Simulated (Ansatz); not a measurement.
Base system: CdSe in the zinc blende structure (space group F-43m, No. 216; a = 6.082 Å). Axes: x, y, z lie along the cube axes.

All numbers come from Ansatz (an electronic-structure program), PBEsol, PAW, cutoff 420 eV, no spin-orbit coupling.

One thing is altered: uniaxial strain ε_zz = −0.50 %, all other strain components held at zero, atoms relaxed at fixed cell.

Question: Predict the stress tensor and what it implies for the stiffness.

Answer: Stress of the strained cell less that of the base (GPa, compression positive):
```
   0.24    0.00    0.00
   0.00    0.24    0.00
   0.00    0.00    0.32
```

Then −Δσ_ii/ε with ε = -0.0050 gives relaxed-ion elastic constants: C33 ≈ 64 GPa.

Stability against distortions was not tested.
